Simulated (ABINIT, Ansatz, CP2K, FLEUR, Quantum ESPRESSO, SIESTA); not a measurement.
# Code comparison for LaIn₅Rh (P4/mmm, 7 atoms in the cell)

Self-consistent single point.

```
CELL_PARAMETERS angstrom
      4.64255     0.00000     0.00000
      0.00000     4.64255     0.00000
      0.00000     0.00000     7.53034
ATOMIC_POSITIONS crystal
  La 0.00000 0.00000 0.00000
  In 0.50000 0.50000 0.00000
  In 0.50000 0.00000 0.69223
  In 0.50000 0.00000 0.30777
  In 0.00000 0.50000 0.69223
  In 0.00000 0.50000 0.30777
  Rh 0.00000 0.00000 0.50000
```

All programs got the same cell, k-point mesh and kind of occupations (in Ansatz's words: kpoints.mp_grid.grid = 5 5 3; scf.occupations.method = fermi_dirac; scf.occupations.width = 0.0037 Ry); potentials, basis and cutoffs are each program's usual ones.

```csv
code,model,pressure (GPa),largest force (eV/Å),k-points,cutoff
FLEUR,"PBEsol, all-electron FLAPW (FLEUR), scalar-relativistic valence",–,0.212,12,Kmax 4.2 1/bohr
Quantum ESPRESSO,"PBEsol, GBRV 1.5 ultrasoft (PBESOL) pseudopotentials",-0.19,0.188,12,40 Ry
SIESTA,"GGA PBEsol, numerical atomic orbitals DZP, PseudoDojo PBEsol standard norm-conserving potentials (rewritten from UPF to PSML)",0.77,0.213,38,grid 350 Ry
ABINIT,"PBEsol, PAW (JTH v2.0 PBE PAW, files made for PBE)",0.57,0.201,12,26 Ha
CP2K,"PBEsol, GPW, DZVP-MOLOPT-SR-GTH basis, GTH-PBE potentials (GTH_POTENTIALS)",2.02,0.249,38,grid 500 Ry
Ansatz,"PBEsol, PAW files made with PBE",1.00,0.207,12,default
```

A dash marks a value that a program does not give, or that is left out as unsure.

The spread over the programs that give each value: pressure within 2.21 GPa; largest force within 0.061 eV/Å.

The starting cell comes from a database of computed structures (which also holds hypothetical and non-ambient phases and stackings), without a prior relaxation at this level. Its lattice was rescaled by a random factor within 2.5 % of one. On Ansatz's run: Spin polarisation is off.

Q: Why do the programs differ, and what cannot be compared?

A: Differences of this kind can come from the potentials, where these differ, and from what each basis and cutoff leave unconverged. The valence holds different numbers of electrons (FLEUR 91, Quantum ESPRESSO 91, SIESTA 93, ABINIT 93, CP2K 93, Ansatz (a quantum-chemistry and plane-wave program) 93). The zero of total energies and Fermi levels follows the potentials and each program's conventions, so they are not compared here. SIESTA and CP2K use small atom-centred bases, whose incompleteness enters pressures, forces and empty levels differently from a plane-wave cutoff. FLEUR treats all electrons, but the usual bases taken here (sphere radii, linearisation, local orbitals, empty states) were not tested for convergence, so the values are no reference for the others. Ansatz's pressure is given at a fixed set of plane waves, as the other plane-wave codes print theirs. Ansatz's smearing width was typed in Ry to four decimals, so it matches the others to a few per cent. The programs reduce the same mesh by symmetry to different extents, which changes the work and not the result. In the pressure, CP2K (by 1.44) lies more than 1 GPa from the median of the plane-wave programs.

Left out of this page: Elk (not drawn, or without a comparable value).

Keys are those of Ansatz 0.2.
